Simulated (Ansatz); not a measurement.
The reference is Pb in the fcc (Cu type) structure (space group Fm-3m, No. 225).

```yaml
crystal:
  lattice:
    - [0.00000, 2.49546, 2.49546]
    - [2.49546, 0.00000, 2.49546]
    - [2.49546, 2.49546, 0.00000]
  atoms:
    - { symbol: Pb, position: [0.00000, 0.00000, 0.00000] }
```

All numbers come from Ansatz (a first-principles code), r2SCAN, PAW, cutoff 500 eV, no spin-orbit coupling.

Base values:

| Quantity | Result |
|---|---|
| Volume per atom | 31.08 Å³ |

Now apply this change: full substitution Pb → Ir; the structure is relaxed again.

Tabulated Pauling electronegativity and covalent radius: Pb 2.33, 1.46 Å; Ir 2.20, 1.41 Å.

Task: Estimate the effect on the volume per atom.

Result: The volume per atom drops by 16.88 Å³ (31.08 Å³ → 14.20 Å³).

No phonon test of stability was made. The final runs are not spin-polarised.
